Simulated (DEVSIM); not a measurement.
Structure: Si n-p junction from an implanted or diffused profile, at 250 K.

```csv
layer (left to right),material,thickness (μm),Na (cm⁻³),τn (s),τp (s)
1,Si,5.60,1e14,1.2e-7,1.2e-7
```

Added donor profile: 3.2e17 cm⁻³ × exp(−(x − 0 μm)²/(2·(0.23 μm)²)). Left contact: ohmic. Right contact: ohmic. Voltage is applied to the left contact. Recombination: SRH at mid-gap, Auger. Mobility is μmin + (μ − μmin)/(1 + (N/Nref)^α).

The device is made up for the run: typed textbook-type constants, with dimensions and the other settings drawn at random. Values at 300 K; Nc and Nv go as T^1.5, mobilities as T to minus their exponent, the gap by Varshni's rule with the affinity fixed.

```
parameter               Si
----------------  --------
gap (eV)             1.124
affinity (eV)         4.05
permittivity          11.7
Nc (cm⁻³)          2.86e19
Nv (cm⁻³)           3.1e19
μn (cm²/Vs)           1417
μp (cm²/Vs)            470
μn,min                  52
μp,min                  45
Nref,n              9.7e16
Nref,p              2.2e17
αn                    0.68
αp                    0.72
T exponent of μn       2.3
T exponent of μp       2.2
Cn (cm⁶/s)         2.8e-31
Cp (cm⁶/s)         9.9e-32
Varshni α (eV/K)  0.000473
Varshni β (K)          636
```

Model (solved in DEVSIM): 1D drift-diffusion, Boltzmann statistics, complete ionisation; no tunnelling, impact ionisation, image-force lowering or self-heating.

Base results: dark forward voltage at 1 A/cm² (V) 0.598; potential step across the device at zero bias (V) 0.779; dark forward voltage at 100 A/cm² (V) 0.767.

Problem. What follows from this one change: thickness of layer 1 5.6 → 3.4 μm?

Solution. dark forward voltage at 1 A/cm² 0.598 → 0.579 V; potential step across the device at zero bias little changed (0.779 V); dark forward voltage at 100 A/cm² 0.767 → 0.736 V.

Problem. What follows from this one change: straggle of the profile 0.23 → 0.12 μm?

Solution. dark forward voltage at 1 A/cm² little changed (0.600 V); potential step across the device at zero bias little changed (0.779 V); dark forward voltage at 100 A/cm² 0.767 → 0.775 V.

Problem. What follows from this one change: doping Na of layer 1 1e+14 → 1e+15 cm^-3?

Solution. dark forward voltage at 1 A/cm² 0.598 → 0.645 V; potential step across the device at zero bias 0.779 → 0.828 V; dark forward voltage at 100 A/cm² 0.767 → 0.776 V.
